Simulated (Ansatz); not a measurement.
## Response to strain in AlRu

The reference is AlRu in the CsCl type structure (space group Pm-3m, No. 221; a = 2.983 Å; relaxed with 0.1 eV smearing). Axes: x, y, z lie along the cube axes.

Strains are applied to the cell and any free atomic positions relax.

Computed with Kohn–Sham DFT with the r2SCAN functional, run in Ansatz (a first-principles code) with PAW and 500 eV plane waves, spin-orbit coupling left out.

Notes on the quantities. energy relative to the base: free energy F; pressure: mean of the normal stresses, compression positive.

| change | shortest interatomic distance | energy relative to the base | pressure |
|---|---|---|---|
| base | 2.583 Å | 0 meV/atom | 0.0 GPa |
| uniaxial strain ε_zz = +0.50 % | 2.588 Å | +0.4 meV/atom | -1.1 GPa |
| uniaxial strain ε_zz = +1.00 % | 2.592 Å | +1.4 meV/atom | -2.1 GPa |
| uniaxial strain ε_zz = +1.50 % | 2.596 Å | +3.1 meV/atom | -3.1 GPa |
| uniaxial strain ε_zz = +2.00 % | 2.601 Å | +5.5 meV/atom | -4.1 GPa |
| uniaxial strain ε_zz = +2.50 % | 2.605 Å | +8.5 meV/atom | -5.1 GPa |
| uniaxial strain ε_zz = +3.00 % | 2.610 Å | +12 meV/atom | -6.0 GPa |

No phonon test of stability was made. All final runs are without spin polarisation.
